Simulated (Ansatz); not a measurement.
The starting structures come from a database of crystals and need not be the phases stable at ambient conditions.

Tunnelling through a barrier is set by its complex band structure: the current falls as exp(−2κd) with the smallest κ.

Here is the system:

```yaml
crystal:
  lattice:
    - [6.56269, 0.00000, 0.00000]
    - [0.00000, 6.73301, 0.00000]
    - [0.00000, 2.66379, 6.10512]
  atoms:
    - { symbol: Sb, position: [0.86064, 0.88518, 0.85998] }
    - { symbol: Sb, position: [0.13936, 0.11482, 0.14002] }
    - { symbol: Sb, position: [0.36064, 0.61482, 0.14002] }
    - { symbol: Sb, position: [0.63936, 0.38518, 0.85998] }
    - { symbol: Te, position: [0.13464, 0.68246, 0.65322] }
    - { symbol: Te, position: [0.86536, 0.31754, 0.34678] }
    - { symbol: Te, position: [0.63464, 0.81754, 0.34678] }
    - { symbol: Te, position: [0.36536, 0.18246, 0.65322] }
    - { symbol: Os, position: [0.50078, 0.79507, 0.72407] }
    - { symbol: Os, position: [0.49922, 0.20493, 0.27593] }
    - { symbol: Os, position: [0.00078, 0.70493, 0.27593] }
    - { symbol: Os, position: [0.99922, 0.29507, 0.72407] }
```

Space group of this cell: P2_1/c. The cell is taken as given; by PBEsol its mean pressure is -2.5 GPa.

Transport runs along the normal of the first two printed cell vectors.

The gap is the functional's own, uncorrected, and κ follows it; spin-orbit coupling is left out. Mid-gap values are interpolated between the computed energies.

Task: Give the band gap and the smallest decay constant κ at mid-gap that PBEsol run with Ansatz (a first-principles code) yields.

Result: Gap 0.84 eV on a 6×6×6 mesh; κ = 0.178 1/Å, at (0.500, 0.333) of the in-plane reciprocal vectors. At the zone centre, at the nearest computed energy, the slowest state has κ = 0.24 1/Å.
